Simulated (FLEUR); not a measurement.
Worked example: self-consistent single point of LaC2 (I4/mmm, 3 atoms in the cell) in FLEUR

Method of the run: PBEsol, all-electron FLAPW (FLEUR), scalar-relativistic valence run with FLEUR.

Input:

Input of the input generator:

```
scf LaC2
&input film=f /
-3.7363192505 3.7363192505 6.2138824807
3.7363192505 -3.7363192505 6.2138824807
3.7363192505 3.7363192505 -6.2138824807
1.0
1.0 1.0 1.0

3
57 0.0000000000 0.0000000000 0.0000000000
6 0.4018600000 0.4018600000 0.0000000000
6 0.5981400000 0.5981400000 0.0000000000

&comp jspins=1 /
&exco xctyp='PBEs' /
&kpt div1=14 div2=14 div3=14 gamma=t /
&end /
```

```xml
<?xml version="1.0" encoding="UTF-8" standalone="no"?>
<fleurInput fleurInputVersion="0.39">
   <comment>
      scf LaC2                                                                                            
   </comment>
   <calculationSetup>
      <cutoffs Kmax="4.8" Gmax="19.2" GmaxXC="19.2" numbands="0"/>
      <scfLoop itmax="100" minDistance="0.00001" maxIterBroyd="25" imix="Anderson" alpha="0.05" precondParam="0.0" spinf="2.0"/>
      <coreElectrons ctail="T" frcor="F" kcrel="0" coretail_lmax="0"/>
      <xcFunctional name="PBEs" relativisticCorrections="F"/>
      <magnetism jspins="1"/>
      <soc l_soc="F" theta="0.0" phi="0.0" spav="F"/>
      <expertModes spex="0" secvar="F"/>
      <geometryOptimization l_f="T" forcealpha="1.0" forcemix="BFGS" epsdisp="0.00001" epsforce="0.00001"/>
      <ldaU l_linMix="F" mixParam="0.05" spinf="1.0"/>
   </calculationSetup>
   <cell>
      <bzIntegration valenceElectrons="19.0" mode="hist" fermiSmearingEnergy="0.00367493">
         <kPointListSelection listName="default-1"/>
         <!-- k-points included here -->
         <xi:include xmlns:xi="http://www.w3.org/2001/XInclude" href="kpts.xml"> </xi:include>
      </bzIntegration>
      <!-- symmetry operations included here -->
      <xi:include xmlns:xi="http://www.w3.org/2001/XInclude" href="sym.xml"> </xi:include>
      <bulkLattice scale="1.0">
         <bravaisMatrix>
            <row-1>   -3.7363192504999998     3.7363192504999998     6.2138824806999997</row-1>
            <row-2>    3.7363192504999998    -3.7363192504999998     6.2138824806999997</row-2>
            <row-3>    3.7363192504999998     3.7363192504999998    -6.2138824806999997</row-3>
         </bravaisMatrix>
      </bulkLattice>
   </cell>
   <atomSpecies>
      <species name="Lanthanum (La)" element="La" atomicNumber="57">
         <mtSphere radius="2.63" gridPoints="925" logIncrement="0.014"/>
         <atomicCutoffs lmax="10" lnonsphr="8"/>
         <electronConfig flipSpins="F">
            <coreConfig>(1s1/2) (2s1/2) (2p1/2) (2p3/2) (3s1/2) (3p1/2) (3p3/2) (4s1/2) (3d3/2) (3d5/2) (4p1/2) (4p3/2) (4d3/2) (4d5/2)</coreConfig>
            <valenceConfig>(5s1/2) (5p1/2) (5p3/2) (6s1/2) (5d3/2) (5d5/2)</valenceConfig>
            <stateOccupation state="(5d3/2)" spinUp="0.2" spinDown="0.2"/>
            <stateOccupation state="(5d5/2)" spinUp="0.3" spinDown="0.3"/>
         </electronConfig>
         <energyParameters s="6" p="6" d="5" f="4"/>
         <lo type="SCLO" l="0" n="5" eDeriv="0"/>
         <lo type="SCLO" l="1" n="5" eDeriv="0"/>
      </species>
      <species name="Carbon (C)" element="C" atomicNumber="6">
         <mtSphere radius="1.11" gridPoints="395" logIncrement="0.025"/>
         <atomicCutoffs lmax="6" lnonsphr="4"/>
         <electronConfig flipSpins="F">
            <coreConfig>(1s1/2)</coreConfig>
            <valenceConfig>(2s1/2) (2p1/2) (2p3/2)</valenceConfig>
            <stateOccupation state="(2p1/2)" spinUp="0.3333333333333" spinDown="0.3333333333333"/>
            <stateOccupation state="(2p3/2)" spinUp="0.6666666666667" spinDown="0.6666666666667"/>
         </electronConfig>
         <energyParameters s="2" p="2" d="3" f="4"/>
      </species>
   </atomSpecies>
   <atomGroups>
      <atomGroup species="Lanthanum (La)">
         <relPos label="                   1">.0000000000 .0000000000 .0000000000</relPos>
         <force calculate="T" relaxXYZ="TTT"/>
      </atomGroup>
      <atomGroup species="Carbon (C)">
         <relPos label="                   2">.4018600000 .4018600000 .0000000000</relPos>
         <relPos label="                   3">-.4018600000 -.4018600000 .0000000000</relPos>
         <force calculate="T" relaxXYZ="TTT"/>
      </atomGroup>
   </atomGroups>
   <output dos="F" band="F" slice="F">
      <checks vchk="F" cdinf="F"/>
      <bandDOS minEnergy="-.5*Htr" maxEnergy="0.5*Htr" sigma="0.015" storeEVData="T"/>
      <vacuumDOS vacdos="F" integ="F" star="F" nstars="0" locx1="0.0" locy1="0.0" locx2="0.0" locy2="0.0" nstm="0" tworkf="0.0"/>
      <unfoldingBand unfoldBand="F" supercellX="1" supercellY="1" supercellZ="1"/>
      <plotting iplot="0" polar="F">
         <plot TwoD="T" vec1="  1.0  0.0  0.0" vec2="  0.0  1.0  0.0" vec3="  0.0  0.0  1.0" zero="  0.0  0.0  0.0" file="plot"/>
      </plotting>
      <chargeDensitySlicing numkpt="0" minEigenval="0.0" maxEigenval="0.0" nnne="0" pallst="F"/>
      <specialOutput eonly="F"/>
      <magneticCircularDichroism mcd="F" energyLo="-10.0" energyUp="0.0"/>
   </output>
  <!-- We include the file relax.xml here to enable relaxations (see documentation) -->
  <xi:include xmlns:xi="http://www.w3.org/2001/XInclude" href="relax.xml"> <xi:fallback/> </xi:include>
</fleurInput>
```

Output (repeated stretches shortened):

```
      Welcome to FLEUR        (www.flapw.de)
      MaX-Release 8.1          (www.max-centre.eu)

 ========== k-point set info ==========
 Selected k-point list: default-1
 k-point list type: mesh
 14 x 14 x 14
 Number of k points: 244

 ------------Calculation Setup---------------------------
           1           2           4          61         122         244
 Number of basis functions:          678
 Iteration:     1   Distance:      16.85950336 me/bohr^3
 Iteration:     2   Distance:      15.22762003 me/bohr^3
 Iteration:     3   Distance:       7.25532667 me/bohr^3
 Iteration:     4   Distance:       6.10270946 me/bohr^3
 Iteration:     5   Distance:       2.44745764 me/bohr^3
 Iteration:     6   Distance:       1.53484601 me/bohr^3
   [... 5 lines left out ...]
 Iteration:    12   Distance:       0.00074490 me/bohr^3
 Iteration:    13   Distance:       0.00079047 me/bohr^3
 Iteration:    14   Distance:       0.00012739 me/bohr^3
 Iteration:    15   Distance:       0.00006284 me/bohr^3
 Iteration:    16   Distance:       0.00000990 me/bohr^3
 Reset of history

 Run finished successfully
 Stop message:
   Structural relaxation: new displacements generated

[file out, last iteration]
             iter=     17
          p o t e n t i a l   g e n e r a t o r
[...]
          integral of pseudo charge density inside the slab=        0.000000   0.000000
     coulomb potential in the interstitial region:
          density-coulomb potential integrals
          total density-coulomb potenti   -14156.6843371503
          density-effective potential integrals for spin  1
          total density-effective poten   -1.4434386424E+04
          charge density-energy density integrals
          total charge density-energy d   -2.1124322931E+02
 Updated energy parameters for spin:           1
  Atom    1 6s branch from -0.61 to  3.17 htr. ; e_l =  0.3317
  Atom    1 6p branch from  0.14 to  3.93 htr. ; e_l =  0.4385
  Atom    1 5d branch from -3.12 to  1.31 htr. ; e_l =  0.4181
  Atom    1 4f branch from -9.99 to  0.58 htr. ; e_l =  0.5073
  Atom    1 5s branch from -9.08 to -0.61 htr. ; e_l(l -0.7638
  Atom    1 5p branch from -6.64 to  0.14 htr. ; e_l(l -0.1769
  Atom    2 2s branch from -9.26 to  5.23 htr. ; e_l = -0.6185
  Atom    2 2p branch from -9.99 to  3.73 htr. ; e_l = -0.4473
  Atom    2 3d branch from -9.99 to 10.29 htr. ; e_l = -0.2583
  Atom    2 4f branch from -9.99 to 17.15 htr. ; e_l = -0.0988
[...]
 fermi energy and band-weighting factors:
at   0.00000   0.00000   0.00000   k-weight:    0.000364
   15 eigenvalues :
   -0.764213   -0.158528   -0.158528   -0.153391   -0.114167    0.247426    0.253648    0.311491
    0.311491    0.425644    0.425644    0.448978    0.497343    0.519493    0.521734
   [... 2 blocks of this kind left out ...]

[...]
FERMIE:
          first approx. to ef    (T=0)  :   0.429348 htr   (energy of the highest occ. eigenvalue)
          number of occ. states  (T=0)  :       2324
          first approx. to seigv (T=0)  :  -0.141367 htr
          sum of weights of occ. states :   9.503280
          sum of semicore charge        :   0.000000 e
FERHIS:  Fermi-Energy by histogram:
          bandgap                     :   0.000613 htr
          charge neutrality (T=0)     :   0.006560    (zero if the highest occ. eigenvalue is "entirely" occupied)
     EF_NEWTON:  Adjust Fermi-Energy by Newton-Method.
               Number of iterations needed  :   4
               The error in the weight is   :  0.55511E-16
               The error in ef is           : -0.39570E-17 htr
     -->  new fermi energy            :   0.429150 htr
          valence charge              :  19.000000 e
          actual charge blw ef-8kt    :  18.397959 e
          actual charge blw ef+8kt    :  19.000000 e
          number of occ. states       :      2453
          sum of the valence weights  :    9.500000
          entropy         :   0.338508 *kb htr/K =   0.00000 htr/K
          sum of val. single particle energies:        -0.1435578228 htr
 Direct bandgap for spin            1 :    7.0142425010567555E-003  Htr
 at k-point          131  with k-vector    7.1428571428571425E-002  0.92857142857142860        7.1428571428571425E-002
          valence density: spin= 1
[...]
     l-like charge
     atom     s        p        d        f        total
 -->  1    1.99053  5.49540  0.53530  0.14748    8.17389
 -->  2    0.44904  0.81257  0.00704  0.00063    1.26940
          total charge for spin  1=   19.000000
          interst. charge =       8.287303
          mt charge=              8.173893    1.269402
          total charge  =   19.000000
          z= 57.     r(1)=  0.633756E-05     dx= 0.014000     m.t.index= 925
               n    l     j    energy       weight
               1.   0.   0.5-1421.5866      2.0000
               2.   0.   0.5 -225.6456      2.0000
               2.   1.   0.5 -212.7885      2.0000
   [... 11 lines left out ...]
          atom type    1  (spin 1)
          kinetic energy=  0.903482544295E+04     sum of the eigenvalues= -0.523179015209E+04
          0.00055548  electrons lost from core.
          z=  6.     r(1)=  0.585494E-04     dx= 0.025000     m.t.index= 395
               n    l     j    energy       weight
               1.   0.   0.5   -9.2870      2.0000
          atom type    2  (spin 1)
          kinetic energy=  0.317443713708E+02     sum of the eigenvalues= -0.185740419051E+02
          0.00139292  electrons lost from core.
          total charge for spin  1=   69.000000
          interst. charge =       8.290639
          mt charge=             54.173337    3.268012
          total charge  =   69.000000
          zc=    69.000000     qfix=    1.000000
     t o t a l  e n e r g y
          sum of eigenvalues =             -5269.0817937207
          density-coulomb potential int   -14156.6843371503
          density-effective potential i   -14434.3864244508
          charge density-ex.-corr.energ     -211.2432293069
          el.-nucl. inter. diff. m.t.      10315.2778470980
          Madelung term for atom type:       -38.8305044499
          el.-nucl. inter. diff. m.t.         79.1139225402
          Madelung term for atom type:       -12.7840384587
 ---->    total energy=                    -8570.2870796987 htr
 ---->    (input%tkb*entropy) TS=              0.0012439935 htr
 ---->    free energy=                     -8570.2883236922 htr
      extrapolation for T->0
 ---->    total electron energy=           -8570.2877016954 htr
 ***** TOTAL FORCES ON ATOMS *****
 TOTAL FORCE FOR ATOM TYPE=  1  X=  0.000   Y=  0.000   Z=  0.000
                       FX_TOT= 0.000000 FY_TOT= 0.000000 FZ_TOT= 0.000000
 TOTAL FORCE FOR ATOM TYPE=  2  X=  0.000   Y=  0.000   Z=  4.994
                       FX_TOT= 0.000000 FY_TOT= 0.000000 FZ_TOT=-0.008549
```

The run converged in 16 iterations. FLEUR gives forces in its relaxation mode, with a further iteration, so its stop message speaks of a relaxation.

The starting cell comes from a database of computed structures (which also holds hypothetical and non-ambient phases and stackings), without a prior relaxation at this level. Its lattice was rescaled by a random factor within 2.5 % of one. Values depend on the basis (sphere radii, cutoffs, local orbitals), which need not be converged. The log's line on a gap gives a spacing of levels on this mesh, which the program prints for metals too.

Cost on one core of a shared machine: roughly 10 min.
